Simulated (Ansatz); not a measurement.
**rutile IrO2 (0 0 1) on rock-salt PbTe (0 0 1) (film strained to the substrate, started from cuts of the bulks and a machine-learned relaxation; slabs Pb4Te4 and Ir6O12, which can lie off the formulas)**

A periodic stack without vacuum, rutile IrO2 (0 0 1) on rock-salt PbTe (0 0 1) (film strained to the substrate, started from cuts of the bulks and a machine-learned relaxation; slabs Pb4Te4 and Ir6O12, which can lie off the formulas): substrate slab Pb4Te4, film Ir6O12, surface cells [[1, 0], [1, 1]] and [[0, 1], [-1, 0]], film strained by +2.6 and +2.6 %, outermost planes PbTe/PbTe and IrO/IrO as cut, which need not be the usual terminations and can put a slab off its formula.

The start was prepared with a machine-learned potential, and the result is one local minimum, with the in-plane cell held and forces under 0.04 eV/Å; the film can end far from its bulk form.

The numbers are results of PBE (plane waves to 420 eV, PAW; Ansatz, a quantum-chemistry and plane-wave program), not measurements. No spin–orbit coupling; the runs are not spin-polarised. Its k-point mesh 7×7×1, Fermi–Dirac width 0.05 eV.

| Property | Result |
|---|---|
| interface area | 21.6 Å² |
| period | 22.30 Å |
| heights between the nearest atoms of the two slabs at the two interfaces | 1.72 and 1.72 Å |
| O–Pb contacts across the interfaces within 1.22 times the sum of covalent radii | 4, mean 2.36 Å |
| Ir–Pb contacts across the interfaces within 1.22 times the sum of covalent radii | 4, mean 3.16 Å |
| Ir–Te contacts across the interfaces within 1.22 times the sum of covalent radii | 2, mean 2.61 Å |

```xyz
26
Lattice="4.6462 0.0005 0.0610 0.0008 4.6452 -0.1175 -0.4711 -0.5794 22.3147" Properties=species:S:1:pos:R:3 pbc="T T T"
Pb     0.3614     0.0697     4.6519
Pb     2.9554     2.2287     0.5342
Pb     0.3097     0.3392    11.5720
Pb     2.6697     2.3316     7.4527
Te     2.7027     2.3102     4.3305
Te     0.4330    -0.2696     1.1722
Te     2.4498     2.8376    10.9256
Te     0.3332     0.0883     7.7719
Ir     0.9240    -0.2354    14.8571
Ir     3.2502     2.0640    13.2881
O      2.3222     3.0145    14.8620
O      0.0037     3.4700    13.2433
O      1.8456     0.6653    13.3381
O      4.1516     1.1853    14.9357
Ir     0.8786    -0.1464    17.9941
Ir     3.2224     2.1384    16.4425
O      2.2987     3.0854    17.9568
O     -0.0034     3.5517    16.3384
O      1.8029     0.7140    16.4342
O      4.1056     1.2782    18.0260
Ir     0.8232    -0.0732    21.1471
Ir     3.1848     2.2268    19.5794
O      2.2233     3.1653    21.0503
O     -0.0618     3.6223    19.4329
O      1.7676     0.8065    19.5251
O     -0.5800     1.3252    21.0603
```
